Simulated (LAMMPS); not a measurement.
LAMMPS input (classical MD, pair style sw, file CdTeZnSeHgS0.sw):

```
units metal
atom_style atomic
atom_modify map array
boundary p p p
read_data cell.data
replicate 8 8 8
pair_style sw
pair_coeff * * CdTeZnSeHgS0.sw Cd Te Zn Se Hg S
mass 1 112.4140
mass 2 127.6000
mass 3 65.3800
mass 4 78.9710
mass 5 200.5920
mass 6 32.0600
neighbor 1.5 bin
neigh_modify every 1 delay 0 check yes one 6000 page 200000
timestep 0.002
compute xu all property/atom xu yu zu
thermo_style custom step temp pe etotal enthalpy press vol lx ly lz
thermo_modify norm no flush no
thermo 1000
fix br all box/relax aniso 0 vmax 0.001
min_style cg
minimize 0 0.0001 3000 15000
unfix br
velocity all create 3240 2961607 dist gaussian mom yes
fix md0 all npt temp 1620 1620 0.1 aniso 0 0 1.0 drag 1.0
run 5000
unfix md0
fix md0 all npt temp 1620 1620 0.1 aniso 0 0 1.0
run 15000
unfix md0
change_box all x final 0 45.93097 y final 0 45.93636 z final 0 45.92782 remap units box
fix md0 all nvt temp 1620 1620 0.1
run 1500
unfix md0
fix md0 all nvt temp 1620 1620 1.0
run 15000
unfix md0
fix md0 all nve
run 4000
unfix md0
```

cell.data:

```
Zn4Se4

8 atoms
6 atom types

0 5.670000 xlo xhi
0 5.670000 ylo yhi
0 5.670000 zlo zhi

Masses

1 112.4140 # Cd
2 127.6000 # Te
3 65.3800 # Zn
4 78.9710 # Se
5 200.5920 # Hg
6 32.0600 # S

Atoms # atomic

1 3 0.000000 0.000000 0.000000
2 4 1.417500 1.417500 4.252500
3 3 0.000000 2.835000 2.835000
4 4 1.417500 4.252500 1.417500
5 3 2.835000 0.000000 2.835000
6 4 4.252500 1.417500 1.417500
7 3 2.835000 2.835000 0.000000
8 4 4.252500 4.252500 4.252500
```

End of the log (thermodynamic rows thinned):

```
# run of 4000 steps: all nve
   Step         temp           pe       etotal        press          vol           lx           ly           lz
  36504       1607.3     -10138.8     -9288.04     -752.486      96903.2       45.931      45.9364      45.9278
  36664      1582.95     -10125.9        -9288     -602.913      96903.2       45.931      45.9364      45.9278
  36824      1613.84     -10142.3     -9288.06     -407.687      96903.2       45.931      45.9364      45.9278
  36984      1621.56     -10146.4     -9288.05     -530.414      96903.2       45.931      45.9364      45.9278
  37144      1591.93     -10130.7     -9288.03     -779.507      96903.2       45.931      45.9364      45.9278
  37304      1621.52     -10146.4     -9288.05     -816.669      96903.2       45.931      45.9364      45.9278
  37464      1607.84     -10139.1     -9288.04     -930.251      96903.2       45.931      45.9364      45.9278
  37624       1597.1     -10133.4        -9288     -589.733      96903.2       45.931      45.9364      45.9278
  37784       1606.9     -10138.6     -9288.04     -558.152      96903.2       45.931      45.9364      45.9278
  37944      1605.36     -10137.8     -9288.04     -200.783      96903.2       45.931      45.9364      45.9278
  38104      1595.84     -10132.7     -9288.03     -527.586      96903.2       45.931      45.9364      45.9278
  38264      1612.76     -10141.7     -9288.04     -612.964      96903.2       45.931      45.9364      45.9278
  38424      1608.88     -10139.7     -9288.04     -1011.79      96903.2       45.931      45.9364      45.9278
  38584      1590.14     -10129.7        -9288     -192.292      96903.2       45.931      45.9364      45.9278
  38744       1598.7     -10134.3     -9288.03     -180.285      96903.2       45.931      45.9364      45.9278
  38904      1583.75     -10126.3     -9288.01     -69.4753      96903.2       45.931      45.9364      45.9278
  39064      1616.83     -10143.9     -9288.05     -971.909      96903.2       45.931      45.9364      45.9278
  39224      1599.71     -10134.8     -9288.01     -813.316      96903.2       45.931      45.9364      45.9278
  39384      1585.29     -10127.2     -9288.03     -578.585      96903.2       45.931      45.9364      45.9278
  39544      1613.09     -10141.9     -9288.04     -1222.96      96903.2       45.931      45.9364      45.9278
  39704      1609.77     -10140.1     -9288.03     -644.259      96903.2       45.931      45.9364      45.9278
  39864       1625.6     -10148.5     -9288.05     -403.842      96903.2       45.931      45.9364      45.9278
  40024      1603.16     -10136.6     -9288.05     -550.626      96903.2       45.931      45.9364      45.9278
  40184      1597.78     -10133.7     -9288.01      322.388      96903.2       45.931      45.9364      45.9278
  40344      1576.62     -10122.5     -9288.01     -223.355      96903.2       45.931      45.9364      45.9278
```

- state found = crystal; no diffusion seen in 30 ps
- density = 5.0660 ± 0.0001 g/cm³
- volume per atom = 23.6580 ± 0.0007 Å³
- enthalpy per atom = -2.2611 ± 0.0003 eV
- first peak of g(r), Se-Zn = 2.48 Å, height 7.7
- coordination number of Se by Zn = 4.00 (counted to 3.42 Å)
